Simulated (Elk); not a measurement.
A self-consistent single point of SrAg₃Pd₂ (P6/mmm, 6 atoms in the cell) with Elk.

Computed with LDA (PW92), all-electron FP-LAPW, Elk's shipped species files, APW+lo basis with extra local orbitals in Elk 10.2.4.

```
SrAg3Pd2
1.0
    5.54858     0.00000     0.00000
   -2.77429     4.80521     0.00000
    0.00000     0.00000     4.55616
Sr Ag Pd
1 3 2
Direct
  0.00000   0.00000   0.00000
  0.50000   0.00000   0.50000
  0.50000   0.50000   0.50000
  0.00000   0.50000   0.50000
  0.33333   0.66667   0.00000
  0.66667   0.33333   0.00000
```

Reference input (self-consistent single point, DFT, PBEsol, all-electron FP-LAPW, Elk's shipped species files, APW+lo basis with extra local orbitals): xctype = 22; rgkmax = 8; stype = 0; swidth = 0.00734986 Ha; ngridk = 6 6 6; gmaxvr = 16 1/bohr; nxlo = 2; lorbcnd = true; rmtscf = 0.95; lmaxi = 2; maxscl = 100. This run's input differs from it in these lines:

```diff
@@ -2,5 +2,2 @@
   0
-
-xctype
-  22
```

Output, abridged:

```
│ Self-consistent loop started │
│ Loop number : 1 │
 total energy                :     -29160.2474398
│ Loop number : 2 │
 total energy                :     -29170.6552035
RMS change in Kohn-Sham potential (target) :   0.3329061980     (  0.1000000000E-05)
Absolute change in total energy (target)   :    10.40776367     (  0.1000000000E-03)
│ Loop number : 3 │
 total energy                :     -28959.5859401
RMS change in Kohn-Sham potential (target) :    1.242790705     (  0.1000000000E-05)
Absolute change in total energy (target)   :    208.4673225     (  0.1000000000E-03)
│ Loop number : 4 │
   [... lines left out ...]
Absolute change in total energy (target)   :   0.1090691914E-01 (  0.1000000000E-03)
│ Loop number : 20 │
 total energy                :     -29198.2472835
RMS change in Kohn-Sham potential (target) :   0.1314648830E-05 (  0.1000000000E-05)
Absolute change in total energy (target)   :   0.2022652010E-02 (  0.1000000000E-03)
│ Loop number : 21 │
 total energy                :     -29198.2478797
RMS change in Kohn-Sham potential (target) :   0.6970474275E-06 (  0.1000000000E-05)
Absolute change in total energy (target)   :   0.9050567678E-04 (  0.1000000000E-03)
Convergence targets achieved

│ Loop number : 22 │

Energies :
 Fermi                       :     0.237010060802
 total energy                :     -29198.2478772

Density of states at Fermi energy :    59.83164957
 (states/Hartree/unit cell)

Estimated indirect band gap :   0.3440547796E-02
 from k-point     26 to k-point     16
Estimated direct band gap   :   0.1908651533E-01
 at k-point      9

Charges :
 core                        :    168.0000000
 valence                     :    103.0000000
 interstitial                :    8.565727172
 muffin-tins (core leakage)
  species :    1 (Sr)
   atom    1                 :    35.76381727     (  0.6339535884E-04)
  species :    2 (Ag)
   atom    1                 :    45.71820485     (  0.4802188869E-08)
   atom    2                 :    45.71820485     (  0.4802188869E-08)
   atom    3                 :    45.71820485     (  0.4802188869E-08)
  species :    3 (Pd)
   atom    1                 :    44.75792050     (  0.1340295341E-07)
   atom    2                 :    44.75792050     (  0.1340295341E-07)
 total in muffin-tins        :    262.4342728
 total calculated charge     :    271.0235334
 total charge                :    271.0000000
 error                       :   0.2353335152E-01

│ Self-consistent loop stopped │
```

The run converged in 22 iterations. The count includes the last loop, which Elk runs after its targets are met. 

The starting cell comes from a database of computed structures (which also holds hypothetical and non-ambient phases and stackings), without a prior relaxation at this level. Spin polarisation is off. Values depend on the basis (sphere radii, cutoffs, local orbitals), which need not be converged. The log's line on a gap gives a spacing of levels on this mesh, which the program prints for metals too.

Cost on one core of a shared machine: roughly 5 min.
